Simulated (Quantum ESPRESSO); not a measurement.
Habitual settings against a tight run: ScGe2 (Cmcm, 6 atoms in the cell)

Self-consistent single point.

```yaml
crystal:
  lattice:
    - [1.89595, -7.41710, 0.00000]
    - [1.89595, 7.41710, 0.00000]
    - [0.00000, 0.00000, 3.72698]
  atoms:
    - { symbol: Sc, position: [0.89685, 0.10315, 0.75000] }
    - { symbol: Sc, position: [0.10315, 0.89685, 0.25000] }
    - { symbol: Ge, position: [0.55544, 0.44456, 0.75000] }
    - { symbol: Ge, position: [0.44456, 0.55544, 0.25000] }
    - { symbol: Ge, position: [0.25212, 0.74788, 0.75000] }
    - { symbol: Ge, position: [0.74788, 0.25212, 0.25000] }
```

Level of theory: LDA (PZ), GBRV 1.5 ultrasoft (LDA) pseudopotentials (plane waves; Quantum ESPRESSO 7.5).

Base settings: ecutwfc = 50 Ry; ecutrho = 400 Ry; occupations = smearing; smearing = fermi-dirac; degauss = 0.0073499 Ry; potentials = {Sc: sc_lda_v1.uspp.F.UPF, Ge: ge_lda_v1.4.uspp.F.UPF}; K_POINTS = automatic 5 5 5 0 0 0; conv_thr = 1e-10 Ry; mixing_beta = 0.4.

Tight run (finer mesh or higher cutoff; not a proven limit): ecutwfc: 50 Ry → 70 Ry; ecutrho: 400 Ry → 560 Ry; conv_thr: 1e-10 Ry → 7.3e-11 Ry; K_POINTS: automatic 5 5 5 0 0 0 → automatic 7 7 7 0 0 0. It gave Fermi level (on the code's own zero) 11.96 eV; pressure -0.54 GPa; largest force (vector length) 0.302 eV/Å.

Quick runs, as changes from the base:
- A: the base itself
- B: ecutwfc: 50 Ry → 60 Ry; ecutrho: 400 Ry → 480 Ry; pseudopotentials: {Sc: sc_lda_v1.uspp.F.UPF, Ge: ge_lda_v1.4.uspp.F.UPF} → {Sc: Sc_ONCV_PBE-1.0.oncvpsp.upf, Ge: ge_pbe_v1.4.uspp.F.UPF}; K_POINTS: automatic 5 5 5 0 0 0 → automatic 4 4 4 0 0 0; input_dft: default → pbesol [PBEsol]
- C: ecutwfc: 50 Ry → 25 Ry; ecutrho: 400 Ry → 200 Ry; K_POINTS: automatic 5 5 5 0 0 0 → automatic 2 2 2 0 0 0
- D: ecutwfc: 50 Ry → 30 Ry; ecutrho: 400 Ry → 240 Ry; conv_thr: 1e-10 Ry → 7.3e-06 Ry; K_POINTS: automatic 5 5 5 0 0 0 → automatic 1 1 1 0 0 0
- E: ecutwfc: 50 Ry → 35 Ry; ecutrho: 400 Ry → 280 Ry; K_POINTS: automatic 5 5 5 0 0 0 → automatic 4 4 4 0 0 0

Energies are extrapolated to zero smearing width, which holds to low order in the width alone (under cold and Methfessel-Paxton smearing the free energy itself is taken).

Dashes: energy of B, another energy zero; time of C, D, under 30 s; pressure of D, not trusted under this conv_thr with d or f elements.

† marks runs with another functional, U, potentials or spin treatment: their distance from the tight run is not a convergence error alone.

The count of work is k-points × plane waves × bands × iterations; it is no time. Core times come from one kind of shared machine and are given to one figure; runs under 30 s give none.

The starting cell comes from a database of computed structures (which also holds hypothetical and non-ambient phases and stackings), without a prior relaxation at this level. Its lattice was rescaled by a random factor within 2.5 % of one. Without a gap this mesh is coarse (it stands for a supercell whose shortest vector is 19 Å).

```tsv
run	energy less tight (meV/atom)	pressure less tight (GPa)	largest miss in a force vector (eV/Å)	count of work / tight	core time / tight (rough)
A	-0.9	-0.10	0.067	0.23	0.2
B†	–	3.33	0.114	0.28	0.3
C	1380.8	-66.85	0.405	0.022	–
D	1647.7	–	2.414	0.0025	–
E	21.0	-1.10	0.044	0.12	0.2
```

Among the runs at the tight run's level, the energy misses run from 0.9 to 1647.7 meV/atom.

Left out of this page: 1 run of the series outside the window shown, repeating another row's setting, or not comparable.
